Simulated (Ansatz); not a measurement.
We consider SrLaAlO4 (I4mm, No. 107, 7 atoms in the cell; start mp-1218184), described by HSE06 (PAW; Ansatz, a quantum-chemistry and plane-wave program).

Input file:

Ansatz 0.2 input:
```yaml
crystal:
  lattice:
    - [-1.8765482839, 1.8765482839, 6.2062475449]
    - [1.8765482839, -1.8765482839, 6.2062475449]
    - [1.8765482839, 1.8765482839, -6.2062475449]
  atoms:
    - { symbol: Sr, position: [0.642204763, 0.642204763, 0.0] }
    - { symbol: La, position: [0.3582056145, 0.3582056145, 0.0] }
    - { symbol: Al, position: [0.0050522092, 0.0050522092, 0.0] }
    - { symbol: O, position: [0.8388309307, 0.8388309307, 0.0] }
    - { symbol: O, position: [0.1639184168, 0.1639184168, 0.0] }
    - { symbol: O, position: [0.9958990329, 0.4958990329, 0.5] }
    - { symbol: O, position: [0.4958990329, 0.9958990329, 0.5] }
basis:
  ecutwfc: 460
  ecutrho_ratio: 4
  xc_grid: 2
kpoints:
  mp_grid: { grid: [8, 8, 8] }
hamiltonian:
  xc: hse06
  dispersion: none
  pseudopotentials: { kind: paw }
scf:
  occupations: { method: fermi_dirac, width: 0.01 }
  convergence: { dr2_threshold: 0.0000000007 }
output:
  forces: true
  stress: true
  eigenvalues: true
```

Output (set-up and result lines):

```
WARN output.stress: scf.exx.energy_threshold = 1e-6 eV is looser than the 7e-8 eV advised for a stress under a hybrid functional (1e-8 eV for each atom of the …
Crystal: 7 atoms, lattice volume = 87.420 Å³
Basis set: ecut = 460 eV, 1929 PW (Γ), FFT grids on a1+a3, a2+a3, a3, exchange–correlation on 54×54×96 points (8 copies of the dense FFT grid, shifted against one another)
Bands: 31, of which v1, the nominal top of the filled ones, is band 24 counted from 1 (23 counted from 0)
Symmetry: 8 space group operations
Space group: I4mm (ITA 107), of the structure as read, at distance tolerance 4.4e-5 Å
k-points: 59 of 512 (time reversal used)
SCF iter   1: F=—  HF=-12613.546135 eV  |F-HF|=—  |Δ(HF+E_count)|=         —  Δρ=3.47e-3  dr2=1.04e-2
SCF iter   2: F=—  HF=-12613.551583 eV  |F-HF|=—  |Δ(HF+E_count)|=   5.45e-3  Δρ=3.56e-3  dr2=1.04e-2
  ...
Crystal: 7 atoms, lattice volume = 87.420 Å³
Initial density: handed on by an earlier stage of this run
Crystal: 7 atoms, lattice volume = 87.420 Å³
SCF 3 converged in 6 iterations: F = -12620.651428 eV  dr2 = 3.53e-10
Crystal: 7 atoms, lattice volume = 87.420 Å³
SCF iter   1: F=—  HF=-12620.651428 eV  |F-HF|=—  |Δ(HF+E_count)|=         —  Δρ=1.77e-6  dr2=1.40e-9
SCF iter   2: F=-12620.651428 eV  HF=-12620.651428 eV  |F-HF|=2.00e-11  |Δ(HF+E_count)|=  4.02e-10  Δρ=3.43e-7  dr2=4.90e-11
SCF 4 converged in 2 iterations: F = -12620.651428 eV  dr2 = 4.90e-11
Free energy (F): -12620.651428 eV
Internal energy: -12620.651428 eV  (E = F + TS)
E sigma→0 (E₀):  -12620.651428 eV
Fermi energy:    11.419514 eV
--- Forces (eV/Å), atoms counted from 1 ---
  atom   1  Sr     0.00000000     0.00000000    -0.04744144
  atom   2  La    -0.00000000     0.00000000     0.07634625
  atom   3  Al    -0.00000000    -0.00000000     0.05776179
  atom   4  O      0.00000000     0.00000000     0.05837053
  atom   5  O      0.00000000    -0.00000000    -0.10235628
  atom   6  O      0.00000000     0.00000000    -0.02131078
  atom   7  O     -0.00000000    -0.00000000    -0.02131078
--- Stress (GPa, compression-positive) ---
        1.078432       0.000000       0.000000
        0.000000       1.078432       0.000000
        0.000000       0.000000       1.450028
  P = ⅓ Tr σ = 1.2023 GPa (12.023 kbar)
```

The PAW data were made under PBE.

Note: cell and atoms aren't relaxed at this level (largest force component 0.10 eV/Å, pressure 1.2 GPa).

A start named mp-… is a Materials Project structure, which need not be a measured phase.
